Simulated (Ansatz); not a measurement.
## YOF (P4/nmm, No. 129, 6 atoms in the cell; start mp-10219)

Computed with LDA (Ansatz, an electronic-structure program, plane waves, PAW).

Run with plane-wave cutoff 520 eV, 10×10×6 k mesh (along the axes of the cell as run), Fermi–Dirac smearing 0.01 eV, scalar-relativistic PAW data made under PBE.

Cell (relaxed at this level):

```
CELL_PARAMETERS angstrom
      3.77063     0.00000     0.00000
      0.00000     3.77063     0.00000
      0.00000     0.00000     5.35525
ATOMIC_POSITIONS crystal
  Y  0.50000 0.00000 0.71318
  Y  0.00000 0.50000 0.28682
  O  0.00000 0.00000 0.50000
  O  0.50000 0.50000 0.50000
  F  0.50000 0.50000 0.00000
  F  0.00000 0.00000 0.00000
```

```
Property                           Result
------------  ---------------------------
band gap      5.04 eV (on the SCF k mesh)
bulk modulus                      149 GPa
```

Note: the relaxation could not lower the start's symmetry, so the cell can be a saddle point above a distorted one; the bulk modulus is −V dP/dV from two relaxed cells at ±2 % in volume.

Spin–orbit coupling is not included.

Static lattice: no zero-point or thermal effects.

It cost very roughly 40 core-seconds of CPU time.

A start named mp-… is a Materials Project structure, which need not be a measured phase.
